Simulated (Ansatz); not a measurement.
# Ba under a change: Ba → Cs

The parent structure is Ba in the bcc (W type) structure (space group Im-3m, No. 229; a = 5.020 Å).

One thing is altered: Cs takes the place of Ba on all its sites, then cell and atoms are relaxed.

All numbers come from PBE in Ansatz (plane waves to 420 eV, PAW, spin-orbit coupling left out), earlier PAW set. Settings: 11×11×11 k-points, 0.05 eV Fermi–Dirac smearing, for the changed cell.

The volume per atom goes up by 53.47 Å³ to 116.72 Å³ and the lattice parameter a increases by 1.137 Å to 6.157 Å. The space group stays Im-3m (No. 229) and the band gap remains zero.

Final structure:

```xyz
1
Lattice="-3.0787 3.0787 3.0787 3.0787 -3.0787 3.0787 3.0787 3.0787 -3.0787" Properties=species:S:1:pos:R:3 pbc="T T T"
Cs     0.0000     0.0000     0.0000
```

Cost of the whole job for the changed cell (relaxation, final SCF and bands): roughly 40 core-seconds.

No phonon test of stability was made. The final runs are not spin-polarised.

Ansatz is a quantum-chemistry and plane-wave program.
